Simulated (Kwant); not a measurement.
Kwant, Hückel tight-binding model, one pz orbital an atom, one spin, coherent transport at 0 K. Conductance is in e²/h.

Device: π system c1cc2sccc2s1 between two chain leads. The π system is taken as planar. Atoms are numbered from 0 in the order of the SMILES. Site energies (eV, carbon 0): [0.0, 0.0, 0.0, -2.97, 0.0, 0.0, 0.0, -2.97]. Bonds (i, j, β in eV): (0,1,-2.7) (1,2,-2.7) (2,3,-1.89) (3,4,-1.89) (4,5,-2.7) (5,6,-2.7) (6,7,-1.89) (7,0,-1.89) (6,2,-2.7). Leads: chains of hopping −4.1 eV, joined by −0.54 eV to atoms 0 and 4.

Site energies and bond integrals are typed Hückel values.

Sweep values stay those of the base run.

One input was changed, with this effect: transmission at E = 0 0.0013 → 7.1e-5.

Q: Which change was it?
A) contacts moved from atoms [0, 4] to [1, 5]
B) contacts moved from atoms [0, 4] to [0, 5]
C) contacts moved from atoms [0, 4] to [0, 1]

A: B, contacts moved from atoms [0, 4] to [0, 5]
